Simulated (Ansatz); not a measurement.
# Na under a change: pressure 5 GPa

Consider Na in the bcc (W type) structure (space group Im-3m, No. 229; a = 4.1949 Å).

Modification: a hydrostatic pressure of 5 GPa.

Method: Ansatz (a program for electronic structure), PBE, PAW, cutoff 420 eV, no spin-orbit coupling. Settings: 16×16×16 k-points, 0.05 eV Fermi–Dirac smearing.

Density: 1.45 g/cm³ (base 1.03 g/cm³)
Lattice parameter a: 374.5 pm (base 419.5 pm)
Shortest interatomic distance: 324.3 pm (base 363.3 pm)
Enthalpy H = E + PV relative to the base's energy: +0.95 eV/atom
Band gap: zero (base zero)

Load acts through the strain it causes; cell and atoms are relaxed under it. Whether these cells are dynamically stable was not tested. No other phases were tried under pressure.
